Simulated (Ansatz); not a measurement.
# NaVSe2, response to strain

Take NaVSe₂ (space group R-3m, No. 166; a = 3.704 Å, c = 20.465 Å (hexagonal axes); ferromagnetic; a model cell, its experimental status unchecked; relaxed with 0.1 eV smearing) as the base. Axes: x lies along a and z along c of the hexagonal cell.

Strains are applied to the cell and any free atomic positions relax; under biaxial strain the out-of-plane vector relaxes too; under stress the whole cell relaxes.

All numbers come from PBEsol (Ansatz, a program for electronic structure; PAW; 420 eV plane waves; scalar-relativistic without spin-orbit coupling).

Notes on the quantities. pressure: mean of the normal stresses, compression positive; energy relative to the base: free energy F.

| case | pressure | largest site moment | energy relative to the base | volume per atom |
|---|---|---|---|---|
| base | 0.0 GPa | 1.81 μB | 0 meV/atom | 20.26 Å³ |
| biaxial strain −3.75 %, plane normal [001], relaxed out of plane | 2.6 GPa | 1.73 μB | +19 meV/atom | 19.42 Å³ |
| biaxial strain −2.11 %, plane normal [001], relaxed out of plane | 1.5 GPa | 1.77 μB | +5.8 meV/atom | 19.79 Å³ |
| biaxial strain −0.80 %, plane normal [001], relaxed out of plane | 0.5 GPa | 1.79 μB | (withheld) | 20.08 Å³ |
| biaxial strain −0.72 %, plane normal [001], relaxed out of plane | 0.5 GPa | 1.79 μB | +0.7 meV/atom | 20.10 Å³ |
| biaxial strain +1.46 %, plane normal [001], relaxed out of plane | -1.0 GPa | 1.83 μB | +2.7 meV/atom | 20.59 Å³ |
| uniaxial strain ε_zz = −5.23 % | 3.0 GPa | 1.79 μB | +14 meV/atom | 19.20 Å³ |
| uniaxial strain ε_zz = +4.06 % | (withheld) | 1.82 μB | +7.5 meV/atom | 21.08 Å³ |
| uniaxial stress, 1 GPa compression along z | – | 1.81 μB | +1.1 meV/atom | 20.09 Å³ |

### Question
Some entries are withheld; estimate them.

### Answer

- biaxial strain −0.80 %, plane normal [001], relaxed out of plane, energy relative to the base: +0.8 meV/atom
- uniaxial strain ε_zz = +4.06 %, pressure: -1.7 GPa

Other magnetic orders, which the real material may have, were not ruled out. Stability under load was not tested beyond the relaxation.
